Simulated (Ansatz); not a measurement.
An Ansatz (a program for electronic structure) input for rock-salt TaC (1 1 0) on rock-salt PbTe (1 1 0) (film strained to the substrate, started from cuts of the bulks and a machine-learned relaxation; slabs Pb6Te6 and C12Ta12, which can lie off the formulas):

Ansatz 0.2 input:
```yaml
crystal:
  lattice:
    - [4.646554, 0.0, 0.078907361]
    - [4.646554, 6.571219, -0.062808983]
    - [-0.737249194, -3.281931129, 24.15838852]
  atoms:
    - { symbol: Pb, position: [0.854445139, 0.01690736, 0.147019397] }
    - { symbol: Pb, position: [0.700895249, 0.34701434, 0.022719745] }
    - { symbol: Pb, position: [0.688665128, 0.164067547, 0.339225216] }
    - { symbol: Pb, position: [0.784596725, 0.588765066, 0.237579198] }
    - { symbol: Pb, position: [0.191173041, 0.3241708, 0.555850786] }
    - { symbol: Pb, position: [0.645946133, 0.724777539, 0.430303221] }
    - { symbol: Te, position: [0.655971607, -0.140473955, 0.038107885] }
    - { symbol: Te, position: [0.363204388, 0.511240885, 0.145415086] }
    - { symbol: Te, position: [0.285927953, 0.086380008, 0.237803947] }
    - { symbol: Te, position: [0.201112734, 0.662185948, 0.339110372] }
    - { symbol: Te, position: [0.135551681, 0.222488127, 0.431212493] }
    - { symbol: Te, position: [0.180593256, 0.812070934, 0.539785978] }
    - { symbol: C, position: [0.391119069, 0.123359764, 0.631914233] }
    - { symbol: C, position: [0.902043842, 0.612193558, 0.632223838] }
    - { symbol: C, position: [0.61648311, 0.402979406, 0.693387881] }
    - { symbol: C, position: [0.115750755, 0.903431859, 0.693560577] }
    - { symbol: C, position: [0.831748126, 0.691417049, 0.758592332] }
    - { symbol: C, position: [0.332877854, 0.189989382, 0.758404492] }
    - { symbol: C, position: [0.050587028, 0.975753903, 0.819746672] }
    - { symbol: C, position: [0.549277311, 0.477483481, 0.819919239] }
    - { symbol: C, position: [0.265569674, 0.264804349, 0.884681151] }
    - { symbol: C, position: [0.765426236, 0.764592575, 0.884742972] }
    - { symbol: C, position: [0.487817924, 0.545078551, 0.946570162] }
    - { symbol: C, position: [-0.023845628, 0.056817774, 0.946274548] }
    - { symbol: Ta, position: [0.618294977, 0.900552084, 0.688339015] }
    - { symbol: Ta, position: [0.117044204, 0.402858777, 0.693436322] }
    - { symbol: Ta, position: [0.897945248, 0.117856557, 0.637102561] }
    - { symbol: Ta, position: [0.392942053, 0.623353855, 0.637493204] }
    - { symbol: Ta, position: [0.050873355, 0.475693956, 0.819317733] }
    - { symbol: Ta, position: [0.55193958, 0.974936895, 0.818129558] }
    - { symbol: Ta, position: [0.331420682, 0.692036554, 0.760131792] }
    - { symbol: Ta, position: [0.832237171, 0.191468322, 0.75901568] }
    - { symbol: Ta, position: [0.48937125, 0.045421593, 0.940706024] }
    - { symbol: Ta, position: [-0.01618258, 0.550345182, 0.941171685] }
    - { symbol: Ta, position: [0.764885182, 0.265391087, 0.885074033] }
    - { symbol: Ta, position: [0.262263215, 0.7676554, 0.890090596] }
basis:
  ecutwfc: 420
  ecutrho_ratio: 4
  xc_grid: 2
kpoints:
  mp_grid: { grid: [8, 5, 1] }
hamiltonian:
  xc: pbe
  dispersion: none
  pseudopotentials: { kind: paw }
scf:
  n_extra_bands: 49
  occupations: { method: fermi_dirac, width: 0.05 }
output:
  forces: true
  stress: true
  eigenstates:
    kpoints:
      - [0, 0, 0]
      - [0.5, 0, 0]
      - [0, 0.5, 0]
      - [0.5, 0.5, 0]
    e_range: [-3.5, 3.5]
    localisation: true
relax:
  f_tol: 0.04
  max_steps: 70
  cell: { fix: [a, b, gamma], stress_tol: 0.3 }
```

Method: PBE (plane waves to 420 eV, PAW; Ansatz). Scalar-relativistic, without spin–orbit coupling; the runs are not spin-polarised. Its k-point mesh 8×5×1, Fermi–Dirac width 0.05 eV.

What does the end of the output print (band table and long remarks left out, numbers rounded to eight decimals)?


```
SCF converged after 6 iterations
Free energy (F): -235527.430405 eV
Harris-Foulkes:  -235527.430405 eV  (|F-HF|=2.33e-10)
Internal energy: -235527.368380 eV  (E = F + TS)
E sigma→0 (E₀):  -235527.399393 eV
Entropy (-TS):   -0.062025 eV (-1.723 meV/atom)
Fermi energy:    11.089639 eV
--- Per-component energies (eV) ---
  E_band       = -3963.912348
  E_kinetic    = 8215.382387
  E_local      = -62711.637463  (includes V_loc(G=0)·N_el)
  E_nonlocal   = 722.114874
  E_hartree    = 30043.927259
  E_xc         = -5259.773471
  E_vxc        = -4570.537180  (∫ρ·V_xc dr)
  E_paw        = -192344.425215  (= ΣΔE_a)
  E_vpaw       = -5707.085652  (= ΣTr[D̂ρ^β])
  E_aug_tail   = 0.001151  (compensation charges beyond the density's cutoff)
  E_ewald      = -14192.957902
  E_smearing   = -0.062025  (= −TS)
  E_closure    = 0.000000  (closes the sum)
  Σ components = -235527.430405   (vs F -235527.430405, Δ=0.00e0)
--- Forces (eV/Å), atoms counted from 1 ---
  atom   1  Pb    -0.00569630     0.00144280    -0.00573906
  atom   2  Pb    -0.00343756     0.00326310    -0.00904627
  atom   3  Pb     0.00192257    -0.00946963    -0.00462522
  atom   4  Pb    -0.00305800    -0.00453269     0.00279981
  atom   5  Pb    -0.00431789     0.00189193     0.01036748
  atom   6  Pb    -0.00194957     0.01132116    -0.00085577
  atom   7  Te    -0.00170988     0.00667593    -0.00722174
  atom   8  Te     0.00295271    -0.00834377     0.00231604
  atom   9  Te     0.00522862     0.01127993     0.00507721
  atom  10  Te     0.00013626     0.00318436     0.00064634
  atom  11  Te    -0.00121378    -0.00448154     0.00662345
  atom  12  Te     0.00318768     0.00103087     0.00151379
  atom  13  C      0.01055009    -0.00593582     0.00714368
  atom  14  C      0.03028912     0.00103263     0.00107945
  atom  15  C      0.00124490     0.00162623     0.01067846
  atom  16  C      0.00219043    -0.00349505     0.00680864
  atom  17  C     -0.00639389    -0.00432982    -0.00098945
  atom  18  C     -0.00337975    -0.00278073    -0.00012200
  atom  19  C     -0.00737373    -0.00065790     0.00063679
  atom  20  C     -0.00336577    -0.00123467    -0.00087582
  atom  21  C      0.00345611    -0.00122949    -0.01098984
  atom  22  C      0.00101420    -0.00284652    -0.00742685
  atom  23  C      0.01415686     0.00043514    -0.00404622
  atom  24  C      0.03831929    -0.00615292    -0.01081173
  atom  25  Ta    -0.00198217     0.00539936     0.00437692
  atom  26  Ta    -0.00017085     0.00342673     0.00248997
  atom  27  Ta    -0.01152008    -0.00807663    -0.01276399
  atom  28  Ta    -0.03172746     0.00492550    -0.00572026
  atom  29  Ta     0.00357229     0.00327239     0.01238879
  atom  30  Ta     0.00891409     0.00150004     0.00437556
  atom  31  Ta     0.00840144    -0.00300021    -0.00590668
  atom  32  Ta     0.00343499    -0.00260332    -0.01151784
  atom  33  Ta    -0.03726982    -0.00861264     0.01575978
  atom  34  Ta    -0.01226465     0.00540670     0.00692182
  atom  35  Ta    -0.00164490     0.00072845    -0.00090930
  atom  36  Ta    -0.00049636     0.00994162    -0.00243326
  max |Σ_I F_I| component: 2.71e-6 eV/Å
--- Stress (GPa, compression-positive) ---
      -12.417244       0.000777      -0.284309
        0.000777      -5.898474       0.210074
       -0.284309       0.210074       0.066321
  P = ⅓ Tr σ = -6.0831 GPa (-60.831 kbar)
--- Relaxed structure (12 steps of the walk, 10 accepted, 1 SCFs on fresh bases) ---
  F+E_penalty+E_count = -235527.43040521 eV   max|allowed force component| = 3.832e-2 eV/Å   (the final SCF, on the basis selected at the relaxed cell)
  cell:  # Å, volume = 757.2554 Å³
    - [4.64596516, 0.00088024, 0.10815470]
    - [4.64821925, 6.56872969, -0.14552065]
    - [-0.59906737, -3.67514912, 24.94468346]
  atoms:
    - { symbol: Pb, position: [0.99882692, -0.01237943, 0.14850183] }
    - { symbol: Pb, position: [0.61499851, 0.37986141, 0.01984449] }
    - { symbol: Pb, position: [0.85003444, 0.13529550, 0.33959551] }
    - { symbol: Pb, position: [0.92568451, 0.55897141, 0.23825486] }
    - { symbol: Pb, position: [0.18850474, 0.30352340, 0.55818269] }
    - { symbol: Pb, position: [0.78654356, 0.69959107, 0.42936409] }
    - { symbol: Te, position: [0.59513060, -0.10642755, 0.03735250] }
    - { symbol: Te, position: [0.48159470, 0.50251155, 0.15454971] }
    - { symbol: Te, position: [0.42837932, 0.05805047, 0.23486207] }
    - { symbol: Te, position: [0.34904217, 0.63671581, 0.34293574] }
    - { symbol: Te, position: [0.29323582, 0.19289696, 0.42326061] }
    - { symbol: Te, position: [0.19748095, 0.78925682, 0.54071353] }
    - { symbol: C, position: [0.37825653, 0.11065077, 0.63607689] }
    - { symbol: C, position: [0.87880087, 0.60702309, 0.63626092] }
    - { symbol: C, position: [0.58994632, 0.39918985, 0.69342643] }
    - { symbol: C, position: [0.09033733, 0.89910034, 0.69341300] }
    - { symbol: C, position: [0.79417554, 0.69558914, 0.75838425] }
    - { symbol: C, position: [0.29485723, 0.19482292, 0.75900325] }
    - { symbol: C, position: [0.00253383, 0.98762111, 0.81967789] }
    - { symbol: C, position: [0.50157611, 0.48836551, 0.81906221] }
    - { symbol: C, position: [0.20594859, 0.28390397, 0.88463652] }
    - { symbol: C, position: [0.70637809, 0.78408822, 0.88464452] }
    - { symbol: C, position: [0.41714147, 0.57246892, 0.94200170] }
    - { symbol: C, position: [-0.08917474, 0.07603085, 0.94180658] }
    - { symbol: Ta, position: [0.59129616, 0.89794290, 0.69132556] }
    - { symbol: Ta, position: [0.08924415, 0.40021603, 0.69478349] }
    - { symbol: Ta, position: [0.88610282, 0.10290754, 0.63624569] }
    - { symbol: Ta, position: [0.37783493, 0.61488325, 0.63649568] }
    - { symbol: Ta, position: [-0.00154523, 0.49138354, 0.82172260] }
    - { symbol: Ta, position: [0.50201080, 0.98727205, 0.82054491] }
    - { symbol: Ta, position: [0.29330374, 0.69597847, 0.75750494] }
    - { symbol: Ta, position: [0.79743939, 0.19186779, 0.75634852] }
    - { symbol: Ta, position: [0.42587249, 0.06816483, 0.94155166] }
    - { symbol: Ta, position: [-0.08880501, 0.58018448, 0.94181756] }
    - { symbol: Ta, position: [0.70778725, 0.28266765, 0.88327724] }
    - { symbol: Ta, position: [0.20519777, 0.78487589, 0.88672998] }
```

Cost: roughly 60 core-minutes.
